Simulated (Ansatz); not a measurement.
Effect of Ge on a Sn site on Sn

The reference is a 16-atom supercell of Sn in the diamond structure (space group Fd-3m, No. 227; a = 6.6554 Å) at its relaxed geometry.

Now apply this change: a neutral Ge on a Sn site, atoms relaxed at fixed cell, starting from a slightly rattled geometry.

Method: Ansatz (a quantum-chemistry and plane-wave program), PBE, PAW, cutoff 420 eV, scalar-relativistic without spin-orbit coupling. Settings: 5×5×5 k-points, 0.05 eV Fermi–Dirac smearing.

- Largest displacement of a host atom from its site in the perfect cell: 0.10 Å
- Mean distance from the defect site to its nearest host atoms: 278 pm (base 288 pm)

Cost of the whole job for the changed cell (relaxation, final SCF and bands): roughly 40 core-minutes.

In so small a cell the defect repeats every few ångströms: this is an ordered compound, not a dilute defect. The final runs are not spin-polarised. The defect cell is not spin-polarised.
